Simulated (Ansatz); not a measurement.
Ansatz (a program for electronic structure) run on Zr3Si2 (P4/mbm, 10 atoms in the cell): zone-centre phonon calculation.

Level of theory: LDA (PW92), default PAW files made with PBE (plane waves; Ansatz).

```yaml
crystal:
  lattice:
    - [7.18942, 0.00000, 0.00000]
    - [0.00000, 7.18942, 0.00000]
    - [0.00000, 0.00000, 3.75905]
  atoms:
    - { symbol: Zr, position: [0.17407, 0.67407, 0.50000] }
    - { symbol: Zr, position: [0.82593, 0.32593, 0.50000] }
    - { symbol: Zr, position: [0.32593, 0.17407, 0.50000] }
    - { symbol: Zr, position: [0.67407, 0.82593, 0.50000] }
    - { symbol: Zr, position: [0.00000, 0.00000, 0.00000] }
    - { symbol: Zr, position: [0.50000, 0.50000, 0.00000] }
    - { symbol: Si, position: [0.62185, 0.12185, 0.00000] }
    - { symbol: Si, position: [0.37815, 0.87815, 0.00000] }
    - { symbol: Si, position: [0.87815, 0.62185, 0.00000] }
    - { symbol: Si, position: [0.12185, 0.37815, 0.00000] }
```

Reference input (self-consistent single point, DFT, r2SCAN, plane waves, default PAW files made with PBE): basis.ecutwfc = 500 eV; kpoints.mp_grid.grid = 3 3 6; hamiltonian.xc = r2scan; hamiltonian.pseudopotentials = {kind: paw} (the program's default PAW files); scf.occupations.method = cold; scf.occupations.width = 0.136 eV. This run's input differs from it in these lines:

Ansatz 0.2 input:
```diff
@@ -17,3 +17,3 @@
 basis:
-  ecutwfc: 500.0
+  ecutwfc: 420.0
 kpoints:
@@ -21,3 +21,3 @@
 hamiltonian:
-  xc: r2scan
+  xc: lda
   pseudopotentials: { kind: paw }
@@ -25,6 +25,4 @@
   occupations: { method: cold, width: 0.136 }
-output:
-  forces: true
-  eigenvalues: true
-  stress: true
+phonons:
+  method: dfpt
```

Output, abridged:

```
SCF iter   1: F=—  HF=-26908.365390 eV  |F-HF|=—  |Δ(HF+E_count)|=         —  Δρ=5.47e-3  dr2=3.62e-2  ethr=1.77e-3  ⟨swp⟩=6.2  Hψ=4409  notcnv=0
all-band conjugate gradients solve this SCF's bands
preconditioner: auto → Kerker (q_TF=auto, 2.391 Å⁻¹)
SCF iter   2: F=—  HF=-26908.359473 eV  |F-HF|=—  |Δ(HF+E_count)|=   5.92e-3  S|Δr|=    0.00e0  Δρ=3.00e-3  dr2=1.08e-2  ethr=4.11e-5  ⟨swp⟩=2.0  Hψ=1781  notcnv=0
   [... lines left out ...]
SCF iter   7: F=—  HF=-26908.357737 eV  |F-HF|=—  |Δ(HF+E_count)|=   5.09e-9  S|Δr|=    0.00e0  Δρ=9.77e-7  dr2=2.17e-9  ethr=9.75e-11  ⟨swp⟩=2.0  Hψ=1610  notcnv=0
SCF iter   8: F=—  HF=-26908.357737 eV  |F-HF|=—  |Δ(HF+E_count)|=  5.28e-10  S|Δr|=    0.00e0  Δρ=1.99e-7  dr2=1.19e-10  ethr=2.47e-12  ⟨swp⟩=2.0  Hψ=1741  notcnv=0
SCF iter   9: F=-26908.357737 eV  HF=-26908.357737 eV  |F-HF|=3.64e-12  |Δ(HF+E_count)|=  2.18e-11  S|Δr|=    0.00e0  Δρ=3.22e-8  dr2=2.14e-12  ethr=1.00e-12  ⟨swp⟩=10.9  Hψ=4852  notcnv=0
SCF 1 converged in 9 iterations: F = -26908.357737 eV  dr2 = 2.14e-12
DFPT response loops at Γ: preconditioner auto → Kerker (q_TF=auto, 2.391 Å⁻¹) (partly filled bands, converged f_vac=0.000) …
Stability not checked (fill_not_monotonic)
Free energy (F): -26908.357737 eV
Internal energy: -26908.348940 eV  (E = F + TS)
E sigma→0 (E₀):  -26908.354804 eV
Entropy (-TS):   -0.008797 eV (-0.880 meV/atom)
Fermi energy:    12.480804 eV
   [... lines left out ...]
  Γ frequencies (cm⁻¹): 0.00 0.00 0.00 112.58 130.09 141.84 142.98 151.04 151.04 152.32 153.54 153.54 160.93 160.93 168.85 173.35 173.35 174.01 264.94 267.49 267.49 269.72 269.72 279.45 280.24 280.24 284.66 285.53 334.98 367.82
  non-analytic LO–TO correction: not included (Born effective charges unavailable; polar crystals: no LO–TO splitting at Γ)
```

The run converged in 9 iterations. 

Summary of the result:
- Free energy E − TS (on the zero of these files) = -26908.3577 eV
- Fermi level (on the code's own zero) = 12.48 eV
- Zone-centre frequencies (cm⁻¹; negative means imaginary) = 0, 0, 0, 113, 130, 142, 143, 151, 151, 152, 154, 154, 161, 161, 169, 173, 173, 174, 265, 267, 267, 270, 270, 279, 280, 280, 285, 286, 335, 368

The starting cell comes from a database of computed structures (which also holds hypothetical and non-ambient phases and stackings), without a prior relaxation at this level. Its lattice was rescaled by a random factor within 2.5 % of one.

Cost on one core of a shared machine: roughly 3 min.
